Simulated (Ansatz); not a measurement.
An Ansatz (an electronic-structure program) input (plane-wave PAW DFT at the LDA level (Ansatz, 420 eV), no spin-orbit coupling):

Ansatz 0.2 input:
```yaml
crystal:
  lattice:
    - [-1.6242098547, 1.6242098547, 1.5998467069]
    - [1.6242098547, -1.6242098547, 1.5998467069]
    - [1.6242098547, 1.6242098547, -1.5998467069]
  atoms:
    - { symbol: Nb, position: [0, 0, 0] }
basis: { ecutwfc: 420, ecutrho_ratio: 4, xc_grid: 2, fft_grid_basis: typed }
kpoints: { mp_grid: { grid: [28, 28, 28] } }
hamiltonian:
  xc: lda
  dispersion: none
  pseudopotentials: { kind: paw }
scf: { occupations: { method: fermi_dirac, width: 0.1 }, convergence: { dr2_threshold: 0.0000000001 } }
relax: { f_tol: 0.005, max_steps: 50 }
output: { forces: true, stress: true }
checkpoint: { write: state.ck, write_every: 1000 }
```

Which symmetry and how many k-points will the program report, and about how many plane waves at Γ?

Space group I4/mmm (ITA 139) with 16 operations, k-points 1639 of 21952, and 321 plane waves at Γ.

And the final pressure?

2.96 GPa (compression positive).

The cells carry an imposed strain or load. Stability against distortions was not tested. The final runs are not spin-polarised. The cell was made from Nb in the bcc (W type) structure (space group Im-3m, No. 229) by this change: uniaxial strain ε_zz = −1.50 %.
